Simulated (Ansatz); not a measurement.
The starting structures come from a database of crystals and need not be the phases stable at ambient conditions.

 Where the default PAW files enter, the runs use the earlier of Ansatz's two default sets.

## Evanescent states of Sr$_{3}$Ti$_{2}$O$_{7}$ (I4/mmm, not sure to be the ambient phase, 12 atoms a cell, 13.0 Å³ an atom) along the normal of (101)

These are r2SCAN (plane waves, PAW; Ansatz, a quantum-chemistry and plane-wave program) values and carry that method's errors.

The gap is the functional's own. No spin-orbit coupling. Mid-gap values are interpolated on the energy grid.

Energies count from the valence-band top; κ is the least over a 8×4 mesh across the current.

```tsv
E (eV)	κ (1/Å)	where
0.06	0.162	off Γ
0.18	0.188	Γ
0.30	0.205	Γ
0.42	0.220	Γ
0.54	…	Γ
0.66	…	Γ
0.78	…	Γ
0.90	…	Γ
1.02	…	Γ
1.14	…	Γ
1.26	…	Γ
1.38	…	Γ
1.50	…	Γ
1.62	…	Γ
1.74	…	Γ
1.86	0.217	Γ
1.98	0.192	Γ
2.10	0.160	Γ
2.22	0.115	Γ
```

### Question
Some entries are withheld; supply them.

### Answer

- 0.54, κ (1/Å): 0.232
- 0.66, κ (1/Å): 0.243
- 0.78, κ (1/Å): 0.252
- 0.90, κ (1/Å): 0.261
- 1.02, κ (1/Å): 0.268
- 1.14, κ (1/Å): 0.274
- 1.26, κ (1/Å): 0.279
- 1.38, κ (1/Å): 0.282
- 1.50, κ (1/Å): 0.270
- 1.62, κ (1/Å): 0.255
- 1.74, κ (1/Å): 0.238
